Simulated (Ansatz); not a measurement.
Input and output of a relaxation of cell and atoms for LaAsRh (I4_1md, 6 atoms in the cell) (Ansatz, a first-principles code).

Level of theory: PBEsol, PAW files made with PBE (plane waves; Ansatz).

```yaml
crystal:
  lattice:
    - [-2.08248, 2.08248, 7.41290]
    - [2.08248, -2.08248, 7.41290]
    - [2.08248, 2.08248, -7.41290]
  atoms:
    - { symbol: La, position: [0.16910, 0.16910, 0.00000] }
    - { symbol: La, position: [0.91910, 0.41910, 0.50000] }
    - { symbol: As, position: [0.75006, 0.75006, 0.00000] }
    - { symbol: As, position: [0.50006, 0.00006, 0.50000] }
    - { symbol: Rh, position: [0.33493, 0.83493, 0.50000] }
    - { symbol: Rh, position: [0.58493, 0.58493, 0.00000] }
```

Reference input (self-consistent single point, DFT, PBEsol, plane waves, PAW files made with PBE): kpoints.mp_grid.grid = 5 5 5; hamiltonian.xc = pbesol; hamiltonian.pseudopotentials = {kind: paw} (an earlier, softer set of the program's PAW files); scf.occupations.method = fermi_dirac; scf.occupations.width = 0.1 eV. This run's input differs from it in these lines:

```diff
@@ -19,2 +19,4 @@
   occupations: { method: fermi_dirac, width: 0.1 }
+relax:
+  cell: {}
 output:
```

The program printed (abridged):

```
   [... SCF lines of the steps left out ...]
relax step   1: F+E_penalty+E_count = -34633.46465992 eV  Δ(F+E_penalty+E_count) = +0.000e0 eV  max|allowed force component| = 6.483e-2 eV/Å  Δτ_max = 0.0000 Å  P = -0.195 GPa  Ω = 128.591 Å³  (11 SCF iters, dr2 threshold 1.00e-7 eV, accepted)
relax step   2: F+E_penalty+E_count = -34633.46561313 eV  Δ(F+E_penalty+E_count) = -9.532e-4 eV  max|allowed force component| = 2.371e-2 eV/Å  Δτ_max = 0.0078 Å  P = +0.231 GPa  Ω = 128.068 Å³  energy of the carried Pulay correction = +1.150e-4 eV  [...]
   [... lines left out ...]
relax step   4: F+E_penalty+E_count = -34633.46587246 eV  Δ(F+E_penalty+E_count) = -3.575e-5 eV  max|allowed force component| = 7.434e-3 eV/Å  Δτ_max = 0.0013 Å  P = -0.011 GPa  Ω = 128.326 Å³  energy of the carried Pulay correction = +5.811e-5 eV  [...]
relax step   5: F+E_penalty+E_count = -34633.46580831 eV  Δ(F+E_penalty+E_count) = +6.415e-5 eV  max|allowed force component| = 7.438e-3 eV/Å  Δτ_max = 0.0000 Å  P = -0.011 GPa  Ω = 128.326 Å³  stress off target by 1.72e-2 GPa  SCF on the basis [...]
basis re-selected at this cell: Δ(F+E_penalty+E_count) = +6.415e-5 eV, ΔP = -0.000 GPa vs the last step
the relaxation is at rest under the 8 symmetry operations that the run kept from its start: a minimum is not shown …
Stability not checked: this state was not tested for a lower state beside it, because too few of the mixer's solves of this state at the end of the SCF gave a …
Free energy (F): -34633.465808 eV
Internal energy: -34633.349284 eV  (E = F + TS)
   [... lines left out ...]
Fermi energy:    14.362595 eV
  cell:  # Å, volume = 128.3262 Å³
   [... lines left out ...]
    - { symbol: As, position: [0.749619949641662, 0.749619949641662, -5.504420986360232e-35] }
    - { symbol: As, position: [0.499619949641662, -0.00038005035833791435, 0.49999999999999994] }
    - { symbol: Rh, position: [0.3350872918188765, 0.8350872918188763, 0.49999999999999994] }
    - { symbol: Rh, position: [0.5850872918188763, 0.5850872918188763, -1.0588497626741819e-33] }
```

The run converged.  The full log also holds: “iter 5 did not close the SCF: its close was put off for the readings that it lacked (scf_convergence_deferred on its scf_iter line)”. The full log also holds: “iter 5 did not close the SCF: its close was put off for the readings that it lacked (scf_convergence_deferred on its scf_iter line)”.

Summary of the result:
- Free energy E − TS (on the zero of these files) = -34633.4658 eV
- Fermi level (on the code's own zero) = 14.36 eV
- Pressure = -0.01 GPa
- Largest force (vector length) = 0.007 eV/Å
- Final cell = a = 7.991 Å, b = 7.991 Å, c = 7.991 Å, α = 149.86°, β = 149.86°, γ = 43.15°
- Final volume per atom = 21.39 Å³
- Relaxation steps = 5

The starting cell comes from a database of computed structures (which also holds hypothetical and non-ambient phases and stackings), without a prior relaxation at this level. Its lattice was rescaled by a random factor within 2.5 % of one. Spin polarisation is off. The relaxation keeps the symmetry of its start, so its end need not be a minimum. Ansatz's pressure includes its estimate of the finite-basis (Pulay) stress.

Cost on one core of a shared machine: roughly 90 s.

Keys are those of Ansatz 0.2.
